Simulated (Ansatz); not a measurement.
Base system: Cu in the fcc (Cu type) structure (space group Fm-3m, No. 225; a = 3.518 Å; relaxed with 0.1 eV smearing). Axes: x, y, z lie along the cube axes.

Computed with plane-wave PAW DFT at the LDA level (Ansatz, a quantum-chemistry and plane-wave program, 420 eV), no spin-orbit coupling.

Strains are applied to the cell and any free atomic positions relax; under biaxial strain the out-of-plane vector relaxes too.

One change was made to it. Results:

The pressure (mean of the normal stresses, compression positive) goes from zero to -2.7 GPa; the energy rises by 3.6 meV/atom; the volume per atom rises by 0.17 Å³, from 10.89 Å³ to 11.06 Å³.

Question: Which change produced these results?
(A) biaxial strain +1.67 %, plane normal [111], relaxed out of plane
(B) biaxial strain −1.25 %, plane normal [111], relaxed out of plane
(C) biaxial strain +1.25 %, plane normal [111], relaxed out of plane
(D) biaxial strain −0.42 %, plane normal [111], relaxed out of plane

Answer: C, biaxial strain +1.25 %, plane normal [111], relaxed out of plane. For comparison, the pressure in the other runs: biaxial strain +1.67 %, plane normal [111], relaxed out of plane gives -3.5 GPa; biaxial strain −0.42 %, plane normal [111], relaxed out of plane gives 1.0 GPa; biaxial strain −1.25 %, plane normal [111], relaxed out of plane gives 3.2 GPa.

Whether these cells are dynamically stable was not tested. All final runs are without spin polarisation.
